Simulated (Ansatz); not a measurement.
Consider BP in the zinc blende structure (space group F-43m, No. 216; a = 4.537 Å). Axes: x, y, z lie along the cube axes.

The values are results of r2SCAN (Ansatz, an electronic-structure program, PAW, no spin-orbit coupling), not measurements.

For the base:

```
Property                                     Value
-----------------------------  -------------------
Smallest direct gap                        3.60 eV
Shortest interatomic distance              1.964 Å
Band gap                                   1.41 eV
Valence-band top at Γ          0.00, 0.00, 0.00 eV
```

One thing is altered: the cell is compressed by 0.44 % along x with no lateral relaxation; the atoms relax in the strained cell.

Estimate the effect on the smallest direct gap.

The smallest direct gap decreases by 0.04 eV to 3.56 eV.

What does the calculation give for the shortest interatomic distance after the change?

The shortest interatomic distance decreases by 0.0029 Å to 1.962 Å.

Predict the new band gap.

The band gap drops by 0.08 eV to 1.33 eV.

How does this affect the valence-band top at Γ?

The valence-band top at Γ (three highest levels, from the VBM) goes from 0.00, 0.00, 0.00 eV to 0.00, -0.05, -0.05 eV.

Stability against distortions was not tested.
